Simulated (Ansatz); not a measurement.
## Habitual settings against a tight run: HfAu3 (Pmmn, 8 atoms in the cell)

Self-consistent single point.

```yaml
crystal:
  lattice:
    - [4.94977, 0.00000, 0.00000]
    - [0.00000, 6.17236, 0.00000]
    - [0.00000, 0.00000, 5.02854]
  atoms:
    - { symbol: Hf, position: [0.50000, 0.50000, 0.65972] }
    - { symbol: Hf, position: [0.00000, 0.00000, 0.34028] }
    - { symbol: Au, position: [0.50000, 0.75189, 0.16317] }
    - { symbol: Au, position: [0.50000, 0.24811, 0.16317] }
    - { symbol: Au, position: [0.00000, 0.74811, 0.83683] }
    - { symbol: Au, position: [0.00000, 0.25189, 0.83683] }
    - { symbol: Au, position: [0.00000, 0.50000, 0.34594] }
    - { symbol: Au, position: [0.50000, 0.00000, 0.65406] }
```

Method of the run: PBEsol, PAW files made with PBE (plane waves; Ansatz, an electronic-structure program).

Base settings: basis.ecutwfc = 420 eV; kpoints.mp_grid.grid = 7 5 6; hamiltonian.xc = pbesol; hamiltonian.pseudopotentials = {kind: paw} (the program's default PAW files); scf.occupations.method = fermi_dirac; scf.occupations.width = 0.136 eV.

Tight run (finer mesh or higher cutoff; not a proven limit): basis.ecutwfc: 420 eV → 590 eV; kpoints.mp_grid.grid: 7 5 6 → 10 7 9; scf.convergence.dr2_threshold: default (1e-07 eV) → 1e-09 eV. It gave Fermi level (on the code's own zero) 18.98 eV; pressure -12.57 GPa; largest force (vector length) 0.077 eV/Å.

Quick runs, as changes from the base:
- A: the base itself
- B: basis.ecutwfc: 420 eV → 250 eV; kpoints.mp_grid.grid: 7 5 6 → 3 3 3; scf.occupations.method: fermi_dirac → methfessel_paxton; scf.occupations.width: 0.136 eV → 0.5 eV
- C: kpoints.mp_grid.grid: 7 5 6 → 4 4 4
- D: basis.ecutwfc: 420 eV → 250 eV; kpoints.mp_grid.grid: 7 5 6 → 1 1 1; scf.occupations.method: fermi_dirac → methfessel_paxton; scf.occupations.width: 0.136 eV → 0.2 eV; kpoints.mp_grid.shift: default → 0.5 0.5 0.5
- E: basis.ecutwfc: 420 eV → 295 eV; kpoints.mp_grid.grid: 7 5 6 → 8 8 8
- F: basis.ecutwfc: 420 eV → 335 eV; kpoints.mp_grid.grid: 7 5 6 → 6 6 6; scf.occupations.width: 0.136 eV → 0.272 eV; scf.convergence.dr2_threshold: default (1e-07 eV) → 0.001 eV

Energies are extrapolated to zero smearing width, which holds to low order in the width alone.

The count of work is k-points × plane waves × bands × iterations; it is no time. 

Pressures in the table are Ansatz's without its Pulay estimate, at a fixed set of plane waves; the tight run's value above holds the estimate.

The starting cell comes from a database of computed structures (which also holds hypothetical and non-ambient phases and stackings), without a prior relaxation at this level. Its lattice was rescaled by a random factor within 2.5 % of one. In the base run, with a pressure of about -13 GPa the cell is away from its equilibrium volume at this level.

```
run  energy less tight (meV/atom)  pressure less tight (GPa)  largest miss in a force vector (eV/Å)  count of work / tight
---  ----------------------------  -------------------------  -------------------------------------  ---------------------
A                             1.5                      -0.04                                  0.005                   0.21
B                          1015.1                     -59.99                                  0.121                  0.015
C                             6.3                      -0.06                                  0.034                   0.12
D                           660.2                     -59.15                                  0.830                 0.0019
E                           110.1                     -10.02                                  0.030                   0.29
F                            11.0                      -0.79                                  0.029                   0.15
```

Among the runs at the tight run's level, the energy misses run from 1.5 to 1015.1 meV/atom.

Keys are those of Ansatz 0.2.
